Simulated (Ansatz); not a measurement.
MgO (I4/mmm), r2SCAN, rigid bands in Ansatz (an electronic-structure program): Condition of this run: biaxial stress xx = yy = 2 GPa (compression positive) (the target of the relaxation). band gap 5.74 eV, N_c = 5.79e18 cm⁻³ and N_v = 1.86e20 cm⁻³ at 300 K, conductivity masses along y (a = (0.00, 2.09, 2.11) Å; b = (2.09, 0.00, 2.11) Å; c = (2.09, 2.09, 0.00) Å) of 0.379 mₑ (electrons) and 2.24 mₑ (holes). Take k_BT = 0.02585 eV.

Problem. What thermal injection velocity √(2k_BT/πm) limits a ballistic channel along the direction named?

Solution. 8.74e6 cm/s for electrons and 3.59e6 cm/s for holes, a ratio of √(m_h/m_e) = 2.43, for dilute carriers.

Problem. A film of it is 8 nm thick, with its normal along the direction named. Estimate the confinement energies in an infinite well.

Solution. ħ²π²/(2m t²) = 0.376 eV·nm²/(m/mₑ × t²) gives 15.5 meV for electrons and 2.62 meV for holes, so the gap would widen to about 5.76 eV. Finite barriers and nonparabolic bands lower this, and with several valleys or bands the heaviest mass along the normal sets the lowest level, not this average.

Problem. Find the intrinsic carrier density and the intrinsic Fermi level.

Solution. n_i = √(N_c N_v) exp(−E_g/2k_BT) = 3.28e19 × exp(−111.02) = 2.0e-29 cm⁻³. The level lies (k_BT/2) ln(N_v/N_c) = 45 meV from mid-gap (positive towards the conduction band). Each 0.1 eV added to the gap lowers n_i by a factor of 6.9.

Rigid, parabolic bands with the computed gap; masses take one relaxation time for all states. Spin-orbit coupling is left out.
